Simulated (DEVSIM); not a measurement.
System: abrupt Ge p-n junction, at 250 K.

Layer 1 from the left is Ge, thickness (μm) 27.0, Na (cm⁻³) 2.4e16, τn (s) 1.7e-6, τp (s) 1.7e-6. Layer 2 from the left is Ge, thickness (μm) 94.0, Nd (cm⁻³) 3.1e15, τn (s) 1.7e-6, τp (s) 1.7e-6.

Left contact: ohmic. Right contact: ohmic. Voltage is applied to the left contact. Recombination: SRH at mid-gap, radiative. Mobility is constant in doping.

Constants are typed, rounded textbook-type inputs, not results; the design itself was drawn at random and stands for no fabricated device. Values at 300 K; Nc and Nv go as T^1.5, mobilities as T to minus their exponent, the gap by Varshni's rule with the affinity fixed.

Ge: gap (eV) 0.664, affinity (eV) 4, permittivity 16, Nc (cm⁻³) 1.04e19, Nv (cm⁻³) 6e18, μn (cm²/Vs) 3900, μp (cm²/Vs) 1900, T exponent of μn 1.66, T exponent of μp 2.33, B (cm³/s) 6.4e-14, Varshni α (eV/K) 0.000477, Varshni β (K) 235.

Simulated with DEVSIM: 1D drift-diffusion, Boltzmann statistics, complete ionisation; no tunnelling, impact ionisation, image-force lowering or self-heating.

Problem. What does the simulation give for the largest field in the device at zero bias, the dark forward voltage at 1 A/cm², the dark forward voltage at 100 A/cm², the potential step across the device at zero bias?

Solution. largest field in the device at zero bias 15000 V/cm; dark forward voltage at 1 A/cm² 0.319 V; dark forward voltage at 100 A/cm² 0.505 V; potential step across the device at zero bias 0.401 V.
